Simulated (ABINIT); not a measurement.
ABINIT run on Nb (Im-3m, 1 atom in the cell): self-consistent single point.

Method: PBEsol, norm-conserving pseudopotentials (PseudoDojo nc-sr-04 PBEsol standard) (plane waves; ABINIT 10.0.3).

```yaml
crystal:
  lattice:
    - [-1.63400, 1.63400, 1.63400]
    - [1.63400, -1.63400, 1.63400]
    - [1.63400, 1.63400, -1.63400]
  atoms:
    - { symbol: Nb, position: [0.00000, 0.00000, 0.00000] }
```

Reference input (self-consistent single point, DFT, PBE, plane waves, norm-conserving pseudopotentials (PseudoDojo nc-sr-05 PBE standard)): pseudos = [Nb.upf]; ecut = 1116 eV; ixc = 11; occopt = 7; tsmear = 0.05 eV; ngkpt = 11 11 11; nshiftk = 1; shiftk = 0 0 0; potentials = PseudoDojo nc-sr-05 PBE standard; nband = 12; kptopt = 1; nstep = 80. This run's input differs from it in these lines:

```diff
@@ -1,2 +1,2 @@
-# Nb, PseudoDojo nc-sr-05 PBE standard
+# Nb, PseudoDojo nc-sr-04 PBEsol standard
 pp_dirpath "./"
@@ -14,3 +14,3 @@
 ecut 1116 eV
-ixc 11
+ixc -116133
 occopt 7
```

Its files differ too (potentials: PseudoDojo nc-sr-05 PBE standard → PseudoDojo nc-sr-04 PBEsol standard).

Log, with long lists cut:

```
--- !BeginCycle
solver: {iscf: 7, nstep: 80, nline: 4, wfoptalg: 0, }
tolerances: {tolvrs: 1.00E-12, }
...

     iter   Etot(hartree)      deltaE(h)  residm     vres2
 ETOT  1  -62.219206835643    -6.222E+01 1.464E-01 8.650E+01
 ETOT  2  -62.249313025017    -3.011E-02 7.194E-02 1.211E+01
 ETOT  3  -62.251535407740    -2.222E-03 5.395E-03 9.598E-04
 ETOT  4  -62.251537181312    -1.774E-06 3.868E-03 1.804E-05
 ETOT  5  -62.251537184438    -3.126E-09 1.790E-03 8.766E-08
 ETOT  6  -62.251537184454    -1.536E-11 5.588E-04 4.365E-11
 ETOT  7  -62.251537184452     1.599E-12 2.190E-04 6.316E-14
 At SCF step    7       vres2   =  6.32E-14 < tolvrs=  1.00E-12 =>converged.

 Cartesian components of stress tensor (hartree/bohr^3)
  sigma(1 1)= -5.31009014E-05  sigma(3 2)=  0.00000000E+00
  sigma(2 2)= -5.31009014E-05  sigma(3 1)=  0.00000000E+00
  sigma(3 3)= -5.31009014E-05  sigma(2 1)=  0.00000000E+00

 ----iterations are completed or convergence reached----

 reduced coordinates (array xred) for    1 atoms
       0.000000000000      0.000000000000      0.000000000000
 cartesian forces (eV/Angstrom) at end:
    1     -0.00000000000000    -0.00000000000000    -0.00000000000000
 frms,max,avg= 0.0000000E+00 0.0000000E+00   0.000E+00  0.000E+00  0.000E+00 e/A
 length scales=  1.889726132886  1.889726132886  1.889726132886 bohr
              =  1.000000000000  1.000000000000  1.000000000000 angstroms
   [... lines left out ...]
 Fermi (or HOMO) energy (hartree) =   0.54501   Average Vxc (hartree)=  -0.48503
 Fermi (or HOMO) energy (eV) =  14.83040   Average Vxc (eV)= -13.19822
   [... lines left out ...]
total_energy        : -6.22515371844522E+01
total_energy_eV     : -1.69395047420119E+03
band_energy         : -3.83097506887656E+00
...

-Cartesian components of stress tensor (GPa)         [Pressure=  1.5623E+00 GPa]
- sigma(1 1)= -1.56228219E+00  sigma(3 2)=  0.00000000E+00
- sigma(2 2)= -1.56228219E+00  sigma(3 1)=  0.00000000E+00
- sigma(3 3)= -1.56228219E+00  sigma(2 1)=  0.00000000E+00

 Calculation completed.
```

The run converged in 7 iterations. Against the reference run the pressure goes from 7.89 to 1.56 GPa.

The starting cell has typed, rounded lattice constants, without a prior relaxation at this level. Its lattice was rescaled by a random factor within 2.5 % of one. Spin polarisation is off.
